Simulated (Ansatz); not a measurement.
Results of PBE0 (PAW; Ansatz, a first-principles code) for antifluorite Be2C.

Settings: plane-wave cutoff 460 eV, 10×10×10 k mesh, Fermi–Dirac smearing 0.01 eV, scalar-relativistic PAW data made under PBE.

Computed at the level's own relaxed cell.

Question: What does this level give for the band gap, bulk modulus and pressure derivative B′ of the bulk modulus?

Answer: 
- band gap = 2.60 eV (on the SCF k mesh) (indirect)
- bulk modulus = 213 GPa
- pressure derivative B′ of the bulk modulus = 3.5

The computed numbers hold no vibrational or temperature effects.

The result took around 9 core-minutes (rough).
